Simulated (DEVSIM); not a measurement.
abrupt GaAs n-p junction

Device: abrupt GaAs n-p junction, at 300 K.

| layer (left to right) | material | thickness (μm) | Nd (cm⁻³) | Na (cm⁻³) | τn (s) | τp (s) |
|---|---|---|---|---|---|---|
| 1 | GaAs | 2.80 | 4.8e16 | - | 2e-9 | 2e-9 |
| 2 | GaAs | 25.0 | - | 1.7e16 | 2e-9 | 2e-9 |

Left contact: ohmic. Right contact: ohmic. Voltage is applied to the left contact. Recombination: SRH at mid-gap, radiative, Auger. Mobility is constant in doping.

Constants are typed, rounded textbook-type inputs, not results; the design itself was drawn at random and stands for no fabricated device. Values at 300 K.

```csv
parameter,GaAs
gap (eV),1.424
affinity (eV),4.07
permittivity,12.9
Nc (cm⁻³),4.7e17
Nv (cm⁻³),9e18
μn (cm²/Vs),8500
μp (cm²/Vs),400
B (cm³/s),2e-10
Cn (cm⁶/s),1e-30
Cp (cm⁶/s),1e-30
```

DEVSIM, 1D drift-diffusion, Boltzmann statistics, complete ionisation; no tunnelling, impact ionisation, image-force lowering or self-heating.

```
Item                                               Result
---------------------------------------------  ----------
Potential step across the device at zero bias     1.203 V
Largest field in the device at zero bias       64000 V/cm
Dark forward voltage at 1 A/cm²                   0.997 V
Dark forward voltage at 100 A/cm²                 1.247 V
```

Dark forward current:

```tsv
V (V)	J (A/cm²)
-0.05	-2.7e-10
-0.10	-9.2e-10
-0.20	-7.4e-9
-0.25	-2.0e-8
-0.30	-5.5e-8
-0.40	-4.1e-7
-0.45	-1.1e-6
-0.55	-8.3e-6
-0.60	-2.3e-5
-0.65	-6.5e-5
-0.75	-0.00057
-0.80	-0.0019
-0.85	-0.0074
-0.95	-0.19
-1.00	-1.1
-1.10	-18
-1.15	-39
-1.20	-67
-1.30	-140
-1.35	-190
-1.40	-250
-1.50	-390
-1.55	-480
-1.65	-670
-1.70	-780
-1.75	-900
-1.85	-1200
-1.90	-1300
```

Dark reverse current:

| V (V) | J (A/cm²) |
|---|---|
| 0.10 | 2.2e-10 |
| 0.25 | 4.5e-10 |
| 0.50 | 7.9e-10 |
| 0.75 | 1.1e-9 |
| 1.00 | 1.4e-9 |
| 1.50 | 1.8e-9 |
| 2.00 | 2.3e-9 |
| 2.50 | 2.7e-9 |
| 3.25 | 3.3e-9 |
| 4.00 | 3.8e-9 |
| 5.00 | 4.4e-9 |
